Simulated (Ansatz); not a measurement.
Base system: Re in the hcp (Mg type) structure (space group P6_3/mmc, No. 194; relaxed with 0.1 eV smearing).

```yaml
crystal:
  lattice:
    - [2.75189, 0.00000, 0.00000]
    - [-1.37595, 2.38321, 0.00000]
    - [0.00000, 0.00000, 4.44007]
  atoms:
    - { symbol: Re, position: [0.66667, 0.33333, 0.75000] }
    - { symbol: Re, position: [0.33333, 0.66667, 0.25000] }
```

Cartesian axes are those of the cell as printed.

Method: DFT with PBEsol, PAW potentials and a 420 eV plane-wave cutoff in Ansatz (a program for electronic structure), no spin-orbit coupling.

Strains are applied to the cell and any free atomic positions relax; under biaxial strain the out-of-plane vector relaxes too.

One change was made to it. Results:

```csv
quantity,base,after
volume per atom,14.56 Å³,15.03 Å³
"pressure (mean of the normal stresses, compression positive)",0.0 GPa,-10.8 GPa
```

**Question.** Which of these changes matches the shifts?
A. biaxial strain −2.00 %, plane normal [001], relaxed out of plane
B. biaxial strain −1.50 %, plane normal [001], relaxed out of plane
C. biaxial strain +2.50 %, plane normal [001], relaxed out of plane
D. biaxial strain +1.00 %, plane normal [001], relaxed out of plane
E. biaxial strain +0.50 %, plane normal [001], relaxed out of plane

**Answer.** C, biaxial strain +2.50 %, plane normal [001], relaxed out of plane. For comparison, the pressure in the other runs: biaxial strain −2.00 %, plane normal [001], relaxed out of plane gives 11.7 GPa; biaxial strain +0.50 %, plane normal [001], relaxed out of plane gives -2.5 GPa; biaxial strain +1.00 %, plane normal [001], relaxed out of plane gives -4.8 GPa; biaxial strain −1.50 %, plane normal [001], relaxed out of plane gives 8.5 GPa.

Stability against distortions was not tested. The final runs are not spin-polarised.
